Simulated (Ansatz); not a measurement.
Consider LiNbO$_{3}$ (space group R3c, No. 161).

```yaml
crystal:
  lattice:
    - [2.53373, 1.46285, 4.56243]
    - [-2.53373, 1.46285, 4.56243]
    - [0.00000, -2.92570, 4.56243]
  atoms:
    - { symbol: Li, position: [0.28114, 0.28114, 0.28114] }
    - { symbol: Li, position: [0.78114, 0.78114, 0.78114] }
    - { symbol: Nb, position: [0.99752, 0.99752, 0.99752] }
    - { symbol: Nb, position: [0.49752, 0.49752, 0.49752] }
    - { symbol: O, position: [0.10552, 0.36572, 0.71719] }
    - { symbol: O, position: [0.71719, 0.10552, 0.36572] }
    - { symbol: O, position: [0.36572, 0.71719, 0.10552] }
    - { symbol: O, position: [0.21719, 0.86572, 0.60552] }
    - { symbol: O, position: [0.86572, 0.60552, 0.21719] }
    - { symbol: O, position: [0.60552, 0.21719, 0.86572] }
```

Cartesian axes are those of the cell as printed.

The values are results of Ansatz (an electronic-structure program), LDA, PAW, cutoff 420 eV, spin-orbit coupling left out, not measurements.

It is then changed as follows: the cell is stretched by 2.25 % along x with no lateral relaxation, atoms relaxed at fixed cell.

Question: Predict the stress tensor and what it implies for the stiffness.

Answer: Stress of the strained cell less that of the base (GPa, compression positive):
```
  -4.64    0.00    0.00
   0.00   -1.36   -0.08
   0.00   -0.08   -1.64
```

Then −Δσ_ii/ε with ε = 0.0225 gives secant stiffness values (nonlinear terms included at this strain): C11 ≈ 206 GPa, C12 ≈ 60 GPa and C13 ≈ 73 GPa.

Stability against distortions was not tested.
